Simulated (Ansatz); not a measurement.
The starting structures come from a database of crystals and need not be the phases stable at ambient conditions.

The decay constant κ of evanescent states in the gap governs leakage through a thin film.

Data:

```yaml
crystal:
  lattice:
    - [5.84793, 0.00000, 0.00000]
    - [-2.92396, 6.41926, 0.00000]
    - [0.00000, -3.17157, 5.53709]
  atoms:
    - { symbol: Na, position: [0.14177, 0.28354, 0.48939] }
    - { symbol: Na, position: [0.85823, 0.71646, 0.51061] }
    - { symbol: Na, position: [0.35823, 0.71646, 0.20585] }
    - { symbol: Na, position: [0.64177, 0.28354, 0.79415] }
    - { symbol: Zn, position: [0.75000, 0.00000, 0.00000] }
    - { symbol: Zn, position: [0.25000, 0.00000, 0.00000] }
    - { symbol: S, position: [0.61167, 0.22334, 0.32568] }
    - { symbol: S, position: [0.38833, 0.77666, 0.67432] }
    - { symbol: S, position: [0.88833, 0.77666, 0.10234] }
    - { symbol: S, position: [0.11167, 0.22334, 0.89766] }
```

Space group of this cell: Ibam. The cell is taken as given.

Transport runs along the normal of the first two printed cell vectors.

No gap correction and no spin-orbit coupling; mid-gap values are interpolated between computed energies.

Question: Estimate the band gap and the smallest decay constant κ at mid-gap that r2SCAN (Ansatz, a first-principles code) returns for this system.

Answer: Gap 3.10 eV on a 6×6×6 mesh; κ = 0.241 1/Å, at the zone centre.
